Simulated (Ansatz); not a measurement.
## What pressure −1 GPa does to ZnSe

Base system: ZnSe in the zinc blende structure (space group F-43m, No. 216; a = 5.6661 Å).

One thing is altered: hydrostatic tension (pressure −1 GPa).

The values are results of Ansatz (a first-principles code) r2SCAN, no SOC, earlier PAW set, not measurements. Γ-centred 10×10×10 mesh, Fermi–Dirac width 0.05 eV.

```tsv
quantity	base	changed	shift
volume per atom	22.74 Å³	23.10 Å³	+0.36 Å³
density	5.27 g/cm³	5.19 g/cm³	-0.08 g/cm³
lattice parameter a	10.707 bohr	10.763 bohr	+0.056 bohr
shortest interatomic distance	4.636 bohr	4.661 bohr	+0.0243 bohr
enthalpy H = E + PV relative to the base's energy	–	-0.14 eV/atom	–
band gap	1.86 eV	1.80 eV	-0.067 eV
gap character	direct at Γ	direct at Γ	–
mean gap deformation potential ΔEg/Δln V	–	-4.3 eV	–
width of the top valence band	2.71 eV	2.63 eV	-0.074 eV
electron mass	0.12 mₑ (at Γ)	0.12 mₑ (at Γ)	–
hole mass (degenerate bands, along [100])	0.13, 0.60, 0.60 mₑ (at Γ)	0.13, 0.61, 0.61 mₑ (at Γ)	–
valley order (the lowest conduction-band minima on the path, energy above the VBM, named in the base's zone)	Γ 1.86 eV; L along ⟨111⟩ 3.05 eV; X along ⟨100⟩ 3.34 eV	Γ 1.80 eV; L along ⟨111⟩ 3.02 eV; X along ⟨100⟩ 3.37 eV	–
```

Load acts through the strain it causes; cell and atoms are relaxed under it. Effective masses come from finite differences of ±0.01 Å⁻¹. No phonon test of stability was made.
